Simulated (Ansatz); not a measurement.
CsCl-type CoGa was calculated with PBE-D4 (plane waves, PAW; Ansatz, a first-principles code).

Numerical settings: plane-wave cutoff 520 eV, 20×20×20 k mesh, Fermi–Dirac smearing 0.05 eV, no spin polarisation, scalar-relativistic PAW data made under PBE.

Cell (relaxed at this level):

```yaml
crystal:
  lattice:
    - [2.84577, 0.00000, 0.00000]
    - [0.00000, 2.84577, 0.00000]
    - [0.00000, 0.00000, 2.84577]
  atoms:
    - { symbol: Ga, position: [0.50000, 0.50000, 0.50000] }
    - { symbol: Co, position: [0.00000, 0.00000, 0.00000] }
```

Q: Give the computed bulk modulus B0 and pressure derivative B′ of the bulk modulus.

A: 
* **bulk modulus B0**: 198 GPa
* **pressure derivative B′ of the bulk modulus**: 4.7

The run finds no gap.

Static lattice: no zero-point or thermal effects.

Cost on a shared machine: very roughly 50 core-seconds.
